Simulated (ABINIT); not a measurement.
Band structure of TlBr (Fm-3m, 2 atoms in the cell).

```xyz
2
Lattice="0.0000 3.3420 3.3420 3.3420 0.0000 3.3420 3.3420 3.3420 0.0000" Properties=species:S:1:pos:R:3 pbc="T T T"
Tl     0.0000     0.0000     0.0000
Br     3.3420     3.3420     3.3420
```

Method of the run: LDA (PW92), norm-conserving pseudopotentials (PseudoDojo nc-sr-04 LDA standard) (plane waves; ABINIT 10.0.3).

Settings: pseudos = [Tl.upf, Br.upf]; ecut = 844 eV; ixc = 7; occopt = 1; ngkpt = 6 6 6; nshiftk = 1; shiftk = 0 0 0; potentials = PseudoDojo nc-sr-04 LDA standard; kptopt = 1; nstep = 100; tolvrs1 = 1e-10; diemac = 6; ndtset = 2.

The starting cell comes from a database of computed structures (which also holds hypothetical and non-ambient phases and stackings), without a prior relaxation at this level. Spin-orbit coupling is off.

### Question
Predict the gap along the standard path and the places of the band edges.

### Answer
The gap along the path is 1.96 eV, direct at L to within 0.01 eV.

Levels in eV from the top of the valence band on the SCF mesh, bands 7 to 14:
```csv
point,7,8,9,10,11,12,13,14
Γ,-4.32,-1.56,-1.56,-1.56,6.05,6.05,6.05,8.01
X,-4.00,-2.97,-2.11,-2.11,5.06,5.67,5.80,5.80
W,-4.47,-2.56,-2.56,-0.81,3.73,4.89,4.89,8.80
K,-4.52,-2.74,-1.85,-1.34,3.98,4.92,5.01,7.28
L,-5.21,-1.40,-1.40,0.00,1.96,4.02,4.02,8.65
U,-4.52,-2.74,-1.85,-1.34,3.98,4.92,5.01,7.28
```
